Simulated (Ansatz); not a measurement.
Partial pair distribution functions of a relaxed model of amorphous Si$_{24}$O$_{50}$Zr, broadened by 0.06 Å; density 2.31 g/cm³. The numbers are results of PBE, scalar-relativistic without spin-orbit coupling (plane waves to 420 eV, PAW; Ansatz, a quantum-chemistry and plane-wave program), not measurements.

The cell was made by melting and quenching with the CHGNet potential and then relaxed with DFT. O atoms were pushed apart under 1.9 Å during the dynamics, to hinder bonds among them. The hot cell started wider than the set density and was brought back towards it in steps. It is the lowest in DFT energy of 2 quenches. It is a model cell: composition and starting density were chosen by hand, and all elements were melted together. No dispersion term was used. Its density started from a set value of 2.31 and ended at 2.31 g/cm³. The simulated quench (nominally 320 K/ps over its main leg) is rapid and tends to freeze in more defects than a deposited or slowly cooled glass has. One small periodic cell is one sample of the glass; other quenches scatter about these values. The volume was held where the preparation left it, at a PBE pressure of 0.3 GPa. Stress components on the final sampling reach 2.2 GPa.

```
r (Å)  g Si-O  g O-Zr  g Si-Si  g O-O
-----  ------  ------  -------  -----
1.35     0.00    0.00     0.00   0.00
1.45     0.30    0.00     0.00   0.00
1.55     7.19    0.00     0.00   0.00
1.65    15.63    0.00     0.00   0.00
1.75     3.49    0.01     0.00   0.00
1.85     0.17    0.61     0.00   0.00
1.95     0.00    5.68     0.00   0.00
2.05     0.00   11.44     0.00   0.00
2.15     0.00    3.75     0.00   0.00
2.25     0.00    0.11     0.00   0.00
2.35     0.00    0.00     0.00   0.05
2.45     0.00    0.00     0.00   0.74
2.55     0.00    0.00     0.00   3.31
2.65     0.00    0.00     0.04   5.69
2.75     0.00    0.00     0.64   4.05
2.85     0.09    0.00     2.69   1.79
2.95     0.30    0.00     4.64   0.93
3.05     0.59    0.00     3.71   0.48
3.15     1.15    0.00     2.63   0.50
3.25     1.17    0.00     1.19   0.51
3.35     0.99    0.25     0.43   0.45
3.45     0.93    1.03     0.08   0.56
3.55     1.01    0.79     0.08   0.39
3.65     1.03    0.75     0.28   0.24
3.75     1.04    0.09     0.16   0.47
3.85     1.24    0.69     0.65   0.70
3.95     1.77    1.53     0.81   0.79
4.05     1.93    1.28     0.72   0.75
4.15     1.79    0.96     0.90   0.68
4.25     1.72    1.48     1.19   0.75
4.35     1.26    2.24     1.00   0.90
4.45     0.80    4.22     0.66   0.99
4.55     0.60    4.05     0.40   1.32
4.65     0.55    1.13     0.68   1.59
4.75     0.65    0.75     0.77   1.48
4.85     0.69    1.11     0.87   1.03
4.95     0.68    1.32     1.55   1.19
5.05     0.72    1.36     1.56   1.35
5.15     0.84    0.20     1.25   1.19
```

Within 1.92 Å each Si has 4.00 O neighbours on average.
